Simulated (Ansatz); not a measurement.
**A computed series for NbAs: pressure series**

Consider NbAs (space group I4_1md, No. 109; a = 3.458 Å, c = 11.764 Å).

Cell and atoms are relaxed at each pressure.

All numbers come from r2SCAN in Ansatz (plane waves to 500 eV, PAW, no spin-orbit coupling).

```tsv
pressure (GPa)	volume per atom (Å³/atom)
0	17.585
1.8	17.403
4.2	17.176
9	?
18	16.102
30	15.386
```

**Question.** Fit the third-order Birch–Murnaghan form P(V) = (3B₀/2)[(V₀/V)^(7/3) − (V₀/V)^(5/3)]·[1 + (3/4)(B₀′ − 4)((V₀/V)^(2/3) − 1)] (squares taken in P) to the rows shown and predict the withheld row.

**Answer.** Least squares on the printed values gives V₀ = 17.585 Å³/atom, B₀ = 170 GPa, B₀′ = 4.1; this predicts 16.762 Å³/atom, and the run gives 16.762 Å³/atom, in agreement.

Load acts through the strain it causes; cell and atoms are relaxed under it. Whether these cells are dynamically stable was not tested. No other phases were tried under pressure. The final runs are not spin-polarised.

Ansatz is a quantum-chemistry and plane-wave program.
